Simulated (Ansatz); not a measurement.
Consider a (6,0) silicon nanotube.

Computed with PBE (plane waves to 420 eV, PAW; Ansatz, a first-principles code). Mesh 1×1×12. No spin polarisation. One-dimensional cell, images about 11 Å apart. A hypothetical model, rolled from the flat sheet. It keeps the symmetry and period of its start, so it need not be a minimum against all distortions. Buckling under compression is shut out by symmetry and the short period.

What do the calculations give?

period along the axis (24 atoms): 6.655 Å
mean diameter: 7.42 Å
radii of the innermost and outermost atoms: 3.40 and 4.02 Å
energy over the flat sheet: +67 meV/atom
PBE gap: none (under 0.01 eV)
crossings of the Fermi level between Γ and the zone edge (49 points): 3, each for both spins (ideal conductance 3 × 2e²/h)
work function (PBE): 4.94 eV
axial stiffness dF/dε: 121 nN
